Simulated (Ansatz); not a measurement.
The parent structure is NiSi (space group Pnma, No. 62; a = 5.1047 Å, b = 3.3601 Å, c = 5.5038 Å; non-magnetic).

Structures relaxed with Ansatz (a quantum-chemistry and plane-wave program) PBEsol, no spin-orbit coupling, earlier PAW set.

Base:

Simulated powder pattern, Cu Kα1, λ = 1.54056 Å (kinematic, ideal powder, no thermal factors, no anomalous dispersion; the 8 strongest lines at most, above 2 %, up to 2θ = 90°):

```json
[
 {"2θ (°)": "31.16", "I/Imax (%)": "73", "hkl": "(011)"},
 {"2θ (°)": "35.13", "I/Imax (%)": "28", "hkl": "(200)"},
 {"2θ (°)": "35.89", "I/Imax (%)": "20", "hkl": "(111)"},
 {"2θ (°)": "46.16", "I/Imax (%)": "76", "hkl": "(112)"},
 {"2θ (°)": "47.66", "I/Imax (%)": "100", "hkl": "(211)"},
 {"2θ (°)": "48.61", "I/Imax (%)": "28", "hkl": "(202)"},
 {"2θ (°)": "52.99", "I/Imax (%)": "27", "hkl": "(103)"},
 {"2θ (°)": "54.58", "I/Imax (%)": "30", "hkl": "(020)"}
]
```

Now apply this change: an isotropic linear strain of −5.87 %, atoms relaxed at fixed cell.

Task: Predict the new powder pattern.

Result: 
Simulated powder pattern, Cu Kα1, λ = 1.54056 Å (kinematic, ideal powder, no thermal factors, no anomalous dispersion; the 8 strongest lines at most, above 2 %, up to 2θ = 90°):

```tsv
2θ (°)	d (Å)	I/Imax (%)	hkl
25.26	3.523	20	(101)
33.16	2.700	77	(011)
37.40	2.403	34	(200)
49.22	1.850	97	(112)
50.83	1.795	100	(211)
51.86	1.762	24	(202)
56.59	1.625	30	(103)
58.30	1.581	32	(020)
```

The indices refer to the base's conventional cell; one index is shown for lines that coincide.

Stability against distortions was not tested. Seeded moments were not kept for the base. All final runs are without spin polarisation.
